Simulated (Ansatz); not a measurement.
# AgI (model structure, started from the NiAs type, P6₃/mmc, No. 194, 4 atoms in the cell)

Calculation: PBEsol+SOC (PAW; Ansatz, a first-principles code).

Settings: plane-wave cutoff 520 eV, 12×12×6 k mesh (along the axes of the cell as run), Fermi–Dirac smearing 0.01 eV, PAW data made under PBE.

Cell (relaxed with PBEsol):

AgI has the hexagonal space group P6₃/mmc (No. 194), the NiAs type structure, Pearson symbol hP4. Lattice parameters: a = b = 4.419 Å, c = 6.410 Å, α = β = 90.00°, γ = 120.00°. Ag on 2a is coordinated by 6 I at 3.013 Å (octahedral). I on 2c is surrounded by 6 Ag at 3.013 Å. (Neighbours: up to the widest gap in distance over summed covalent radii, below 1.35, at either atom; cation-cation and far metal-metal contacts left out.)

* **band gap**: 0.64 eV (direct)

Note: the relaxation could raise the start's symmetry but not lower it, so the cell can be a saddle point.

The computed numbers hold no vibrational or temperature effects.

The result took roughly 6 core-minutes.

A model structure was made by putting elements into a prototype or built by hand; it is no filed structure, need not be a known phase, and can be a saddle point held by its symmetry.
